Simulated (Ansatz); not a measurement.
**How the smallest direct gap on the k points sampled of Be3N2 (R3m, No. 160; start mp-1070456; another space group than a measured phase of this formula) moves with the method**

No measured value is used here.

| level (code) | value (eV) |
|---|---|
| LDA (Ansatz) | 3.78 |
| PBEsol (Ansatz) | … |
| r²SCAN (Ansatz) | 4.50 |
| HSE06 (Ansatz) | 5.13 |
| r²SCAN0 (Ansatz) | 6.30 |

Task: Fill in the missing entries.

Result: 
- PBEsol (Ansatz, a program for electronic structure), value (eV): 3.73

Computed values are for a static lattice.  Values are at the PBEsol cell. Cutoffs and k meshes differ between the levels. Ansatz's density-functional and Hartree–Fock values are scalar-relativistic unless marked +SOC, with PAW data made under PBE.

A start named mp-… is a Materials Project structure, which can be a computed phase never made.
